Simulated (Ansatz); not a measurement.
Where the default PAW files enter, the runs use the earlier of Ansatz's two default sets.

The decay constant κ of evanescent states in the gap governs leakage through a thin film.

```yaml
crystal:
  lattice:
    - [3.55827, 0.00000, 0.00000]
    - [-1.77914, 3.08156, 0.00000]
    - [1.77914, 1.02719, 2.90532]
  atoms:
    - { symbol: Hf, position: [0.00000, 0.00000, 0.00000] }
    - { symbol: O, position: [0.50000, 0.25000, 0.25000] }
    - { symbol: O, position: [0.50000, 0.75000, 0.75000] }
```

Space group of this cell: Fm-3m, fluorite. The cell is taken as given; by LDA its mean pressure is -4.9 GPa.

Transport runs along the normal of the first two printed cell vectors, the (111) plane of the conventional cell.

The gap is the functional's own. No spin-orbit coupling. Mid-gap values are interpolated on the energy grid.

**Question.** Compute, with LDA run with Ansatz (a first-principles code), the band gap and the smallest decay constant κ at mid-gap.

**Answer.** Gap 3.62 eV on a 12×12×12 mesh; κ = 0.407 1/Å, at the zone centre.
